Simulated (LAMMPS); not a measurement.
System: Si (diamond structure), a cell 114 Å long along the (001) normal (4200 atoms) with 66 % of it melted and the whole then held at 1350 K and zero normal pressure.

Method: classical MD, pair style edip, file Si.edip (LAMMPS).

```yaml
interface speed (growth positive): 4.2 ± 0.1 m/s
direction: the crystal grows
cost: around 40 core-minutes (rough)
```

Potential: file Si.edip of the LAMMPS distribution; its header cites Justo, Bazant, Kaxiras, Bulatov and Yip, Phys Rev B, 58, 2539 (1998).

Uncertainties are statistical and leave out the potential's own error.

```
t (ps)  crystalline share
------  -----------------
0.000               0.342
15.00               0.360
30.00               0.361
45.00               0.372
60.00               0.384
75.00               0.394
90.00               0.396
105.0               0.413
120.0               0.430
135.0               0.443
150.0               0.459
165.0               0.476
180.0               0.476
195.0               0.483
210.0               0.491
225.0               0.502
240.0               0.506
255.0               0.519
270.0               0.521
285.0               0.539
300.0               0.547
315.0               0.559
330.0               0.574
345.0               0.577
360.0               0.583
375.0               0.596
390.0               0.612
405.0               0.620
420.0               0.636
435.0               0.645
450.0               0.649
465.0               0.661
480.0               0.685
495.0               0.693
510.0               0.710
525.0               0.720
540.0               0.739
555.0               0.758
570.0               0.774
585.0               0.796
600.0               0.814
```
